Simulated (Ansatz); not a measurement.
An input for Ansatz (PBEsol) and the part of its output that reports the quasi-harmonic study. Lengths are of the primitive cell. 

Ansatz 0.2 input:
```yaml
crystal:
  lattice:
    - [0.0, 1.8896508411, 1.8896508411]
    - [1.8896508411, 0.0, 1.8896508411]
    - [1.8896508411, 1.8896508411, 0.0]
  atoms:
    - { symbol: Rh, position: [0.0, 0.0, 0.0] }
kpoints:
  mp_grid: { grid: [16, 16, 16] }
hamiltonian:
  xc: pbesol
  pseudopotentials: { kind: paw }
scf:
  occupations: { method: methfessel_paxton, width: 0.15 }
phonons:
  method: dfpt
  qmesh: [4, 4, 4]
  temperatures: { t_max: 1000, t_step: 25 }
  thermal_expansion: {}
checkpoint:
  write: run
```

```
--- Thermal expansion: 10 cells in 3 rounds, 0 GPa ---
  no lower state was reached at cell 4; its state was not examined: fill_not_monotonic
  without vibrations: a 2.67284, b 2.67284, c 2.67284 Å, V 13.5022 Å³, B 295.26 GPa
  at 0 K: a 2.67567, b 2.67567, c 2.67567 Å, V 13.5451 Å³, B 292.04 GPa
  zero-point expansion: a +0.106, b +0.106, c +0.106, V +0.318 %
      T/K        a/Å        b/Å        c/Å       V/Å³ | expansion of a, b, c, V (1e-6/K)   | that of V in the mean from 25 °C | C_P, C_V (J/mol K of the cell) | B_T, B_S (GPa)
     0.00    2.67567    2.67567    2.67567    13.5451 |    0.00    0.00    0.00    0.00 |   16.12 |     0.000     0.000 |   292.04   292.04
   100.00    2.67618    2.67618    2.67618    13.5529 |    4.93    4.93    4.93   14.79 |   21.39 |    15.389    15.337 |   290.48   291.47
   200.00    2.67791    2.67791    2.67791    13.5791 |    7.41    7.41    7.41   22.22 |   23.53 |    22.604    22.373 |   286.54   289.50
   298.15    2.67997    2.67997    2.67997    13.6106 |    8.20    8.20    8.20   24.60 |       - |    24.766    24.349 |   282.32   287.16
   375.00    2.68170    2.68170    2.68170    13.6369 |    8.56    8.56    8.56   25.69 |   25.20 |    25.694    25.127 |   278.92   285.21
   475.00    2.68405    2.68405    2.68405    13.6728 |    8.94    8.94    8.94   26.81 |   25.85 |    26.578    25.806 |   274.37   282.57
   575.00    2.68649    2.68649    2.68649    13.7102 |    9.27    9.27    9.27   27.80 |   26.44 |    27.324    26.334 |   269.70   279.84
   675.00    2.68903    2.68903    2.68903    13.7490 |    9.59    9.59    9.59   28.78 |   27.00 |    28.029    26.803 |   264.90   277.02
   775.00    2.69165    2.69165    2.69165    13.7893 |    9.92    9.92    9.92   29.77 |   27.54 |    28.731    27.248 |   259.98   274.12
   875.00    2.69437    2.69437    2.69437    13.8311 |   10.27   10.27   10.27   30.80 |   28.10 |    29.446    27.683 |   254.91   271.15
   975.00    2.69719    2.69719    2.69719    13.8746 |   10.63   10.63   10.63   31.89 |   28.66 |    30.179    28.111 |   249.71   268.09
  1000.00    2.69791    2.69791    2.69791    13.8857 |   10.72   10.72   10.72   32.17 |   28.80 |    30.366    28.217 |   248.39   267.31
  the static fit leaves 0.002 meV an atom of the energies and, of the stresses, 0.000 GPa of each cell's largest along a strain (root mean squares over the cells), whose Pulay part it has at -0.049 GPa
  vibrations' free energy: its fit passes through its cells
  the electrons' free energy at temperature is in it; its fit leaves 0.0006 meV an atom at the most
  free energies summed between the sampled wave vectors
  estimated error of the fitted expansion in any direction: up to 0.014e-6/K, at 1000 K, with few degrees of freedom (an estimate, not a bound: it was exceeded on models of known expansion)
  by sums over the sampled wave vectors an expansion of the volume parts by up to 0.59e-6/K
  by a static energy of one degree less an expansion of the volume parts by up to 0.04e-6/K
```

Warnings of the run: completed_step_reentered, occupations_restored, relax_continuation, seed_accepted, thermal_expansion_settings, resumed_after_interruption.

No phase change or melting is allowed for: the numbers belong to this structure as given.

Ansatz is an electronic-structure program.
